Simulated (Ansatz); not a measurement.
Here is the system:

```xyz
2
Lattice="0.0000 3.2958 3.2958 3.2958 0.0000 3.2958 3.2958 3.2958 0.0000" Properties=species:S:1:pos:R:3 pbc="T T T"
In     0.0000     0.0000     0.0000
Sb     1.6479     1.6479     1.6479
```

Method: PBE with spin-orbit coupling, rigid bands (plane waves, PAW; Ansatz, a program for electronic structure). Condition of this run: hydrostatic pressure of -1.3 GPa (compression positive) (the target of the relaxation). Geometry: cell and atoms relaxed with PBEsol, then loaded as said.

Question: Is this a good metal at this level?

Answer: No. No gap is resolved, and few carriers conduct, as in a semimetal or a zero-gap semiconductor. N(E_F) = 0.0071 states/eV a cell at 300 K and the Drude plasma energy along the best axis is 0.168 eV, several times under that of a simple or noble metal.
